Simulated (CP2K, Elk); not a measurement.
A CP2K input for a self-consistent single point of BaMg3 (Pmm2, 4 atoms in the cell) (DFT LDA (Pade form), GPW, DZVP-MOLOPT-SR-GTH basis, GTH-PADE potentials (GTH_POTENTIALS)):

```
&GLOBAL
  PROJECT calc
  RUN_TYPE ENERGY_FORCE
  PRINT_LEVEL LOW
&END GLOBAL
&FORCE_EVAL
  METHOD Quickstep
  STRESS_TENSOR ANALYTICAL
  &DFT
    BASIS_SET_FILE_NAME BASIS_MOLOPT
    POTENTIAL_FILE_NAME GTH_POTENTIALS
    &QS
      METHOD GPW
      EPS_DEFAULT 1E-11
    &END QS
    &MGRID
      CUTOFF 1000
      REL_CUTOFF 60
      NGRIDS 5
    &END MGRID
    &SCF
      SCF_GUESS ATOMIC
      EPS_SCF 1E-6
      MAX_SCF 100
      ADDED_MOS 8
      &DIAGONALIZATION
        ALGORITHM STANDARD
      &END DIAGONALIZATION
      &MIXING
        METHOD BROYDEN_MIXING
        ALPHA 0.2
        NBUFFER 8
        BETA 1.5
      &END MIXING
      &SMEAR ON
        METHOD GAUSSIAN
        SIGMA [eV] 0.1
      &END SMEAR
    &END SCF
    &KPOINTS
      SCHEME MONKHORST-PACK 7 5 4
      GAMMA_CENTERED T
    &END KPOINTS
    &XC
      &XC_FUNCTIONAL PADE
      &END XC_FUNCTIONAL
    &END XC
    &PRINT
      &MO
        EIGENVALUES T
        OCCUPATION_NUMBERS T
        NDIGITS 8
        FILENAME mo
        &EACH
          QS_SCF 0
        &END EACH
        ADD_LAST NUMERIC
      &END MO
      &MULLIKEN OFF
      &END MULLIKEN
    &END PRINT
  &END DFT
  &SUBSYS
    &CELL
      A 3.56073200 0.00000000 0.00000000
      B 0.00000000 5.09582000 0.00000000
      C 0.00000000 0.00000000 6.58293700
      PERIODIC XYZ
    &END CELL
    &COORD
      SCALED
      Ba       0.00000000     0.00000000     0.15934000
      Mg       0.50000000     0.00000000     0.65900000
      Mg       0.50000000     0.50000000     0.40545000
      Mg       0.00000000     0.50000000     0.77620000
    &END COORD
    &KIND Ba
      BASIS_SET DZVP-MOLOPT-SR-GTH-q10
      POTENTIAL GTH-PADE-q10
    &END KIND
    &KIND Mg
      BASIS_SET DZVP-MOLOPT-SR-GTH-q10
      POTENTIAL GTH-PADE-q10
    &END KIND
  &END SUBSYS
  &PRINT
    &FORCES ON
    &END FORCES
    &STRESS_TENSOR ON
    &END STRESS_TENSOR
  &END PRINT
&END FORCE_EVAL
```

Task: Write the same calculation as an input for Elk.

Result: One input that does it (others would too):

```
tasks
  0

rgkmax
  8.0

gmaxvr
  16.0

nxlo
  2

lorbcnd
  .true.

lmaxi
  3

stype
  0

swidth
  0.00367493

maxscl
  100

scale
  1.889726125

avec
    3.5607320000    0.0000000000    0.0000000000
    0.0000000000    5.0958200000    0.0000000000
    0.0000000000    0.0000000000    6.5829370000

atoms
  2
  'Ba.in'
  1
  0.0000000000  0.0000000000  0.1593400000    0.0 0.0 0.0
  'Mg.in'
  3
  0.5000000000  0.0000000000  0.6590000000    0.0 0.0 0.0
  0.5000000000  0.5000000000  0.4054500000    0.0 0.0 0.0
  0.0000000000  0.5000000000  0.7762000000    0.0 0.0 0.0

ngridk
  7 5 4
```

Basis settings and potentials, where a program has them, do not carry over. This input uses DFT, LDA (PW92), all-electron FP-LAPW, Elk's shipped species files, APW+lo basis with extra local orbitals. LDA parametrisations can differ slightly between programs.

The starting cell comes from a database of computed structures (which also holds hypothetical and non-ambient phases and stackings), without a prior relaxation at this level. Its lattice was rescaled by a random factor within 2.5 % of one. For this run, on top of that: lattice scaled by 0.98.
